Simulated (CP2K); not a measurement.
Band structure of KF (Fm-3m, 2 atoms in the cell).

```yaml
crystal:
  lattice:
    - [3.75391, 0.00000, 0.00000]
    - [1.87695, 3.25098, 0.00000]
    - [1.87695, 1.08366, 3.06505]
  atoms:
    - { symbol: K, position: [0.00000, 0.00000, 0.00000] }
    - { symbol: F, position: [0.50000, 0.50000, 0.50000] }
```

Computed with PBE, GPW, DZVP-MOLOPT-PBE-GTH basis, GTH-PBE potentials (POTENTIAL_UZH) (CP2K).

Settings: CUTOFF = 550 Ry; REL_CUTOFF = 50 Ry; SMEAR/METHOD = FERMI_DIRAC; ELECTRONIC_TEMPERATURE = 232.09 K; KPOINTS/SCHEME = MONKHORST-PACK 9 9 9; XC_FUNCTIONAL = PBE; K/BASIS_SET = DZVP-MOLOPT-PBE-GTH-q9; K/POTENTIAL = GTH-PBE-q9; F/BASIS_SET = DZVP-MOLOPT-PBE-GTH-q7; F/POTENTIAL = GTH-PBE-q7; METHOD = GPW; EPS_DEFAULT = 1e-11; EXTRAPOLATION = USE_GUESS; NGRIDS = 5.

The starting cell comes from a database of computed structures (which also holds hypothetical and non-ambient phases and stackings), without a prior relaxation at this level. Values carry the incompleteness of an atom-centred basis.

Question: Predict the gap along the standard path and the places of the band edges.

Answer: The gap along the path is 6.28 eV, direct at Γ to within 0.01 eV.

Levels in eV from the top of the valence band on the SCF mesh, bands 5 to 9:
| point | 5 | 6 | 7 | 8 | 9 |
|---|---|---|---|---|---|
| Γ | -9.36 | 0.00 | 0.00 | 0.00 | 6.28 |
| X | -9.58 | -0.21 | -0.06 | -0.06 | 8.22 |
| W | -9.45 | -0.42 | -0.17 | -0.17 | 9.83 |
| K | -9.51 | -0.35 | -0.21 | -0.20 | 9.01 |
| L | -9.39 | -0.81 | -0.37 | -0.37 | 9.26 |
| U | -9.51 | -0.35 | -0.21 | -0.20 | 9.01 |

Higher empty bands are left out: an atom-centred basis made for the valence describes them poorly.
